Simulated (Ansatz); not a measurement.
Data:

Host crystal: monoclinic ZrO2, with a band gap (PBE, scalar-relativistic without spin-orbit coupling).

End structure of Li on the 1x1 (100) surface of monoclinic ZrO2 (cut with top plane 2 O), one in a 1x1 cell, started at the site 'hollow O-O-O':

```xyz
25
Lattice="5.2418 0.0000 0.0000 0.0000 5.3788 0.0000 0.0000 0.0000 29.0000" Properties=species:S:1:pos:R:3 pbc="T T T"
O      1.0287     4.6930     9.7952
O      1.5922     2.0036     9.7952
Zr     0.3851     0.8845    10.8571
Zr     2.2357     3.5739    10.8571
O      3.8845     4.8514    11.6201
O      3.9781     2.1620    11.6201
O      1.2717     2.3532    12.3069
O      1.3492     5.0426    12.3069
Zr     2.9062     0.9371    13.0821
Zr     4.9565     3.6265    13.0821
O      3.4997     2.6974    14.1411
O      4.3629     5.3869    14.1411
O      0.8708     3.6226    14.8588
O      1.7393     0.9269    14.8550
Zr     0.2789    -0.0021    15.9230
Zr     2.3537     2.6854    15.9122
O      3.8807     3.9841    16.7390
O      3.9564     1.3269    16.7243
O      1.3088     1.4428    17.3690
O      1.3320     4.1137    17.3716
Zr     3.0124     0.0170    18.2251
Zr     4.9477     2.7094    18.0960
O      4.0815     1.3877    19.3288
O      4.1573     4.1371    19.3195
Li    -0.1531     0.0873    20.1765
```

Model: 25-atom slab, 9.4 Å thick at the start under the adsorbate (thin: gaps and levels are the slab's own), 4x4x1 mesh, Fermi-Dirac 0.01 eV, dipole correction, 12 atoms held, the rest relaxed; no symmetry held; spin-polarised, ending with about 1.0 μB a cell; orders that need a larger cell were not tried, no spin-orbit, no U, no dispersion correction. At the end it is bonded to 2 O + 3 Zr. In PBE it is, or lies within 0.03 eV of, the lowest of the starts that converged.

A negative adsorption energy means that the adsorbate is more stable on the surface than in its reference.

Q: What is the computed gap of the slab on its k-mesh (PBE (Ansatz, a first-principles code))?

A: 0.19 eV

Q: Give the adsorption energy against an atom of bcc Li at the level PBE.

A: -13.3 kcal/mol

Q: Give the highest filled level below the top vacuum level at the level PBE.

A: 2.53 eV

Q: Estimate the change of the step from the bottom to the top vacuum level, against the clean slab that PBE returns for this input.

A: -1.63 eV
